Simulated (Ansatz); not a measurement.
## Response to strain in MoSi2

Base system: MoSi2 (space group I4/mmm, No. 139; a = 3.217 Å, c = 7.875 Å; relaxed with 0.1 eV smearing). Axes: x, y, z lie along a, b, c of the conventional cell.

Strains are applied to the cell and any free atomic positions relax; under biaxial strain the out-of-plane vector relaxes too.

Method: Ansatz (a quantum-chemistry and plane-wave program), PBE, PAW, cutoff 420 eV, no spin-orbit coupling.

Candidates:
(a) biaxial strain +2.50 %, plane normal [001], relaxed out of plane
(b) biaxial strain +0.50 %, plane normal [001], relaxed out of plane
(c) biaxial strain +1.00 %, plane normal [001], relaxed out of plane
(d) biaxial strain +2.00 %, plane normal [001], relaxed out of plane

**Question.** Order them by out-of-plane strain, lowest first.

**Answer.** (a) biaxial strain +2.50 %, plane normal [001], relaxed out of plane (-0.81 %), (d) biaxial strain +2.00 %, plane normal [001], relaxed out of plane (-0.66 %), (c) biaxial strain +1.00 %, plane normal [001], relaxed out of plane (-0.35 %), (b) biaxial strain +0.50 %, plane normal [001], relaxed out of plane (-0.18 %)

Whether these cells are dynamically stable was not tested. All final runs are without spin polarisation.
